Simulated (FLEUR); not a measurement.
Band structure of TiPt3 (P6_3/mmc, 8 atoms in the cell).

```
TiPt3
1.0
    5.66955     0.00000     0.00000
   -2.83477     4.90997     0.00000
    0.00000     0.00000     4.56803
Ti Pt
2 6
Direct
  0.33333   0.66667   0.75000
  0.66667   0.33333   0.25000
  0.16720   0.33441   0.25000
  0.83279   0.66559   0.75000
  0.83279   0.16720   0.75000
  0.16720   0.83279   0.25000
  0.66559   0.83279   0.25000
  0.33441   0.16720   0.75000
```

Level of theory: LDA (Perdew-Zunger), all-electron FLAPW (FLEUR), scalar-relativistic valence.

Settings: Kmax = 4.1 1/bohr; GmaxXC = 14.3 1/bohr; xcFunctional = pz; jspins = 1; l_soc = F; mode = hist; fermiSmearingEnergy = 0.00367493 Htr; mesh (inpgen div1-3) = 5 5 5; inpgen gamma flag = false; Gmax = 14.3 1/bohr; numbands = 0; maxIterBroyd = 15; imix = Anderson; alpha = 0.05.

The starting cell comes from a database of computed structures (which also holds hypothetical and non-ambient phases and stackings), without a prior relaxation at this level. Its lattice was rescaled by a random factor within 2.5 % of one. Spin-orbit coupling is off. Spin polarisation is off. Values depend on the basis (sphere radii, cutoffs, local orbitals), which need not be converged.

Levels in eV from the Fermi level, bands 57 to 64:
```json
[
 {"point": "Γ", "57": "-0.29", "58": "-0.13", "59": "-0.04", "60": "0.02", "61": "1.11", "62": "1.11", "63": "1.23", "64": "1.23"},
 {"point": "M", "57": "-1.56", "58": "-0.59", "59": "-0.47", "60": "-0.30", "61": "0.21", "62": "0.49", "63": "0.57", "64": "0.69"},
 {"point": "K", "57": "-1.26", "58": "-1.26", "59": "-0.46", "60": "-0.34", "61": "0.39", "62": "0.39", "63": "0.48", "64": "0.89"},
 {"point": "A", "57": "-0.10", "58": "-0.10", "59": "0.43", "60": "0.43", "61": "0.61", "62": "0.61", "63": "0.61", "64": "0.61"},
 {"point": "L", "57": "-1.16", "58": "-1.16", "59": "-0.60", "60": "-0.60", "61": "0.19", "62": "0.19", "63": "0.67", "64": "0.67"},
 {"point": "H", "57": "-1.42", "58": "-1.42", "59": "-0.60", "60": "-0.60", "61": "-0.05", "62": "-0.05", "63": "0.79", "64": "0.79"}
]
```
